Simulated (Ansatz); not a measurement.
Worked calculations on one periodic cell of amorphous Si₇₂O₁₅₀H₁₂: Si72O150H12, 234 atoms, volume 3416.7 Å³, made by a melt-quench on the CHGNet potential and relaxed with DFT. O atoms were pushed apart under 1.9 Å during the dynamics, to hinder bonds among them. It is a model cell: composition and starting density were chosen by hand, and all elements were melted together. The numbers are results of PBE, scalar-relativistic without spin-orbit coupling (plane waves to 420 eV, PAW; Ansatz, a quantum-chemistry and plane-wave program), not measurements. Sampling: a 2×2×2 Γ-centred mesh; Fermi-Dirac width 0.02 eV; no spin polarisation. Its volume was held where the quench left it, its shape was free, and it stands at a mean pressure of 0.0 GPa with stress components up to 0.0 GPa; the relaxation ran on the zone centre alone. Its density went from a set 2.15 to 2.15 g/cm³. The cell is small and was quenched far faster than a real film, so it is one sample of the glass.

Task: Count formal charges (Si +4, O -2, H +1). What does the count lead one to expect at the Fermi level, and what does the calculation give?

Result: 72 × (+4) + 150 × (-2) + 12 × (+1) = 0. The charges balance, so the anion-derived valence states can be full and a gap can open. On this mesh the highest filled and lowest empty level lie 5.01 eV apart, the PBE gap of this cell, with a localised state at one edge or both.

The cell was scaled and its atoms relaxed again at each volume (the zone centre alone): 3211.7 Å³, 2.39 GPa; 3416.7 Å³, -0.04 GPa; 3621.7 Å³, -2.40 GPa.

Task: Estimate the bulk modulus over this range from B = −dP/d ln V.

Result: Between the ends: −(-2.40 − 2.39) / ln(3621.7/3211.7) = 40 GPa, a mean over the range at 0 K with the atoms relaxed.
